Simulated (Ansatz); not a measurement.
## HgTe: uniaxial stress, 1 GPa compression along x

Base system: HgTe in the zinc blende structure (space group F-43m, No. 216; a = 6.5098 Å). Axes: x, y, z lie along the cube axes.

Now apply this change: uniaxial stress, 1 GPa compression along x; all other stress components relax to zero.

Computed with Ansatz (a first-principles code) PBEsol, no spin-orbit coupling. Γ-centred 9×9×9 mesh, Fermi–Dirac width 0.05 eV.

The volume per atom shrinks by 0.33 Å³ to 34.15 Å³ and the space group becomes I-4m2 (No. 119) (base: F-43m (No. 216)). The shortest interatomic distance falls by 0.006 Å, from 2.819 Å to 2.813 Å and the energy goes up by 5.9 meV/atom. The band gap changes from zero to 0.05 eV (uncertain: the edges found look like a band crossing or inverted bands; the changed cell) and the strain response (xx, yy, zz) comes out as (−5.09, +2.15, +2.15) % (rough).

Final structure:

```
HgTe
1.0
    0.00000     3.32482     3.32482
    3.08923     0.00000     3.32482
    3.08923     3.32482     0.00000
Te Hg
1 1
Cartesian
  4.63384   4.98724   4.98724
  0.00000   0.00000   0.00000
```

Cost of the whole job for the changed cell (relaxation, final SCF and bands): about 28 core-seconds (a rough figure).

Without a gap, meshes like the base's 9×9×9 leave anisotropic stresses uncertain by several tenths of a GPa, and small strain energies with them. Spin-orbit coupling, missing from the scalar runs, can matter with Hg and Te. Beyond what the load breaks, stability against distortions was not tested. The final runs are not spin-polarised. A zero or small gap of HgTe can be the functional's error rather than a property of the material.
